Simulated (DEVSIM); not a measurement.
Structure: abrupt Si p-n junction, at 300 K.

```
layer (left to right)  material  thickness (μm)  Nd (cm⁻³)  Na (cm⁻³)   τn (s)   τp (s)
---------------------  --------  --------------  ---------  ---------  -------  -------
1                            Si            6.50          -     2.2e15  0.00033  0.00033
2                            Si            1.80     3.4e14          -  0.00033  0.00033
```

Left contact: ohmic. Right contact: ohmic. Voltage is applied to the left contact. Recombination: SRH at mid-gap. Mobility is μmin + (μ − μmin)/(1 + (N/Nref)^α).

This is a model device: material constants are rounded textbook-type values typed into the input, and sizes, dopings and lifetimes were drawn at random. Values at 300 K.

```tsv
parameter	Si
gap (eV)	1.124
affinity (eV)	4.05
permittivity	11.7
Nc (cm⁻³)	2.86e19
Nv (cm⁻³)	3.1e19
μn (cm²/Vs)	1417
μp (cm²/Vs)	470
μn,min	52
μp,min	45
Nref,n	9.7e16
Nref,p	2.2e17
αn	0.68
αp	0.72
```

Model (solved in DEVSIM): 1D drift-diffusion, Boltzmann statistics, complete ionisation; no tunnelling, impact ionisation, image-force lowering or self-heating.

The doping Nd of layer 2 was swept, all else fixed.

```tsv
doping Nd of layer 2 (cm^-3)	dark forward voltage at 100 A/cm² (V)	largest field in the device at zero bias (V/cm)	potential step across the device at zero bias (V)	dark forward voltage at 1 A/cm² (V)
1e13	1.543	3400	0.493	0.417
3.4e13	1.133	3700	0.524	0.446
1e14	?	?	0.552	?
3.4e14	0.808	7000	0.584	0.501
1e15	0.779	11000	0.612	0.525
3.4e15	0.749	16000	0.643	0.543
1e16	0.730	19000	0.671	0.551
```

Q: Fill in the missing entries.

A: 
- 1e14, dark forward voltage at 100 A/cm² (V): 0.872
- 1e14, largest field in the device at zero bias (V/cm): 4400
- 1e14, dark forward voltage at 1 A/cm² (V): 0.473
